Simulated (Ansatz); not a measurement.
The reference is Cu in the fcc (Cu type) structure (space group Fm-3m, No. 225; relaxed with 0.1 eV smearing).

```cif
data_Cu
_chemical_formula_sum 'Cu1'
_space_group_name_H-M_alt 'P 1'
_space_group_IT_number 1
_cell_length_a 2.52915
_cell_length_b 2.52915
_cell_length_c 2.52915
_cell_angle_alpha 60.000
_cell_angle_beta 60.000
_cell_angle_gamma 60.000
loop_
_space_group_symop_operation_xyz
  'x, y, z'
loop_
_atom_site_label
_atom_site_type_symbol
_atom_site_fract_x
_atom_site_fract_y
_atom_site_fract_z
_atom_site_occupancy
Cu1 Cu 0.00000 0.00000 0.00000 1
```

All numbers come from Ansatz (an electronic-structure program) r2SCAN, no SOC.

Strains are applied to the cell and any free atomic positions relax.

One change was made to it. Results:

```json
[
 {"quantity": "energy relative to the base (free energy F)", "base": "0 meV/atom", "after": "+23 meV/atom"},
 {"quantity": "pressure", "base": "0.0 GPa", "after": "11.5 GPa"}
]
```

Name the change that was made.
A) isotropic strain −1.50 %
B) isotropic strain −2.50 %
C) isotropic strain −2.00 %
D) isotropic strain −0.50 %

C, isotropic strain −2.00 %. For comparison, the energy relative to the base in the other runs: isotropic strain −2.50 % gives +36 meV/atom; isotropic strain −0.50 % gives +1.3 meV/atom; isotropic strain −1.50 % gives +13 meV/atom.

Stability against distortions was not tested. All final runs are without spin polarisation.
